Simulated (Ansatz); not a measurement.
Ansatz (a quantum-chemistry and plane-wave program) run on SiO₂ (P4_2/mnm, 6 atoms in the cell): self-consistent single point.

Method: PBE (plane waves, PAW; Ansatz).

The change in words: lattice scaled by 0.98. Reference geometry:
```
CELL_PARAMETERS angstrom
      4.22222     0.00000     0.00000
      0.00000     4.22222     0.00000
      0.00000     0.00000     2.69697
ATOMIC_POSITIONS crystal
  Si 0.00000 0.00000 0.00000
  Si 0.50000 0.50000 0.50000
  O  0.30600 0.30600 0.00000
  O  0.80600 0.19400 0.50000
  O  0.19400 0.80600 0.50000
  O  0.69400 0.69400 0.00000
```

Reference input (self-consistent single point, DFT, PBE, plane waves, default PAW files): basis.ecutwfc = 420 eV; kpoints.mp_grid.grid = 5 5 8; hamiltonian.xc = pbe; hamiltonian.pseudopotentials = {kind: paw} (the program's default PAW files); scf.occupations.method = fermi_dirac; scf.occupations.width = 0.05 eV. This run's input differs from it in these lines:

```diff
@@ -3,5 +3,5 @@
   lattice:
-    - [4.222218, 0.000000, 0.000000]
-    - [0.000000, 4.222218, 0.000000]
-    - [0.000000, 0.000000, 2.696967]
+    - [4.137774, 0.000000, 0.000000]
+    - [0.000000, 4.137774, 0.000000]
+    - [0.000000, 0.000000, 2.643028]
   atoms:
```

The program printed (abridged):

```
SCF iter   1: F=—  HF=-3546.834347 eV  |F-HF|=—  |Δ(HF+E_count)|=         —  Δρ=3.67e-3  dr2=2.52e-3  ethr=1.77e-3  ⟨swp⟩=6.0  Hψ=3636  notcnv=0
all-band conjugate gradients solve this SCF's bands
preconditioner: auto → none
SCF iter   2: F=—  HF=-3546.834748 eV  |F-HF|=—  |Δ(HF+E_count)|=   4.01e-4  Δρ=1.68e-3  dr2=4.51e-4  ethr=7.89e-6  ⟨swp⟩=2.0  Hψ=1332  notcnv=0  defer=4
SCF iter   3: F=—  HF=-3546.834776 eV  |F-HF|=—  |Δ(HF+E_count)|=   2.81e-5  Δρ=7.61e-4  dr2=6.39e-5  ethr=1.41e-6  ⟨swp⟩=2.1  Hψ=954  notcnv=0  defer=4
SCF iter   4: F=—  HF=-3546.834695 eV  |F-HF|=—  |Δ(HF+E_count)|=   8.10e-5  Δρ=3.26e-4  dr2=1.29e-5  ethr=2.00e-7  ⟨swp⟩=2.0  Hψ=1089  notcnv=0  defer=4
SCF iter   5: F=—  HF=-3546.834705 eV  |F-HF|=—  |Δ(HF+E_count)|=   1.03e-5  Δρ=7.38e-5  dr2=7.51e-7  ethr=4.04e-8  ⟨swp⟩=2.6  Hψ=1107  notcnv=0  defer=4
SCF iter   6: F=-3546.834706 eV  HF=-3546.834706 eV  |F-HF|=1.81e-9  |Δ(HF+E_count)|=   5.42e-7  Δρ=8.75e-6  dr2=1.21e-8  ethr=3.13e-10  ⟨swp⟩=8.6  Hψ=3392  notcnv=0
SCF 1 converged in 6 iterations: F = -3546.834706 eV  dr2 = 1.21e-8
Free energy (F): -3546.834706 eV
Internal energy: -3546.834706 eV  (E = F + TS)
E sigma→0 (E₀):  -3546.834706 eV
Fermi energy:    14.131160 eV
--- Forces (eV/Å), atoms counted from 1 ---
  atom   1  Si    -0.00000000     0.00000000     0.00000000
  atom   2  Si    -0.00000000     0.00000000     0.00000000
  atom   3  O     -0.21254725    -0.21254725     0.00000000
  atom   4  O     -0.21254725     0.21254725     0.00000000
  atom   5  O      0.21254725    -0.21254725     0.00000000
  atom   6  O      0.21254725     0.21254725     0.00000000
--- Stress (GPa, compression-positive) ---
       20.238999       0.000000       0.000000
        0.000000      20.238999       0.000000
        0.000000       0.000000      23.159012
  P = ⅓ Tr σ = 21.2123 GPa (212.123 kbar)
  The stress holds the Pulay correction. Without it, at fixed plane waves, as pw.x and ABINIT print it: P = 20.1517 GPa
```

The run converged in 6 iterations. Against the reference run the free energy goes up by 30.3 meV/atom, the pressure goes from 0.46 to 21.21 GPa, the largest force goes from 0.111 to 0.301 eV/Å and the gap on the mesh goes from 5.050 to 6.136 eV.

The starting cell has typed, rounded lattice constants, without a prior relaxation at this level. Its lattice was rescaled by a random factor within 2.5 % of one. For this run, on top of that: lattice scaled by 0.98. With a pressure of about 21 GPa the cell is away from its equilibrium volume at this level. Ansatz's pressure includes its estimate of the finite-basis (Pulay) stress. Without the estimate this run gives 20.15 GPa.

Keys are those of Ansatz 0.2.
